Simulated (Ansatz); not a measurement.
System: B2O3 (P3₁21, No. 152). Method: LDA in Ansatz (plane waves, PAW).

Settings: plane-wave cutoff 520 eV, 12×12×4 k mesh (along the axes of the cell as run), scalar-relativistic PAW data made under PBE.

Computed at the level's own relaxed cell.

Elastic tensor (GPa, Voigt notation, ions relaxed):

```
  184.2    46.7    10.9    14.7     0.0     0.0
   46.7   184.2    10.9   -14.7     0.0     0.0
   10.9    10.9    75.8     0.0     0.0     0.0
   14.7   -14.7     0.0    57.0     0.0     0.0
    0.0     0.0     0.0     0.0    57.0    14.7
    0.0     0.0     0.0     0.0    14.7    68.8
```

Q: Work out the Voigt, Reuss and Hill averages of the bulk and shear moduli, Young's modulus and Poisson's ratio from the printed constants.

A: K_V = [C11 + C22 + C33 + 2(C12 + C13 + C23)]/9 = [444.2 + 2 × 68.5]/9 = 64.6 GPa. G_V = [444.2 − 68.5 + 3 × 182.8]/15 = 61.6 GPa. From the compliances S = C⁻¹, K_R = 50.9 and G_R = 55.3 GPa. Hill means: K = 57.8, G = 58.5 GPa. E = 9KG/(3K + G) = 131 GPa, ν = (3K − 2G)/(6K + 2G) = 0.12, K/G = 0.99.

Note: the volume lies 5 % below that of the published cell.

The computed numbers hold no vibrational or temperature effects.

Ansatz is a quantum-chemistry and plane-wave program.
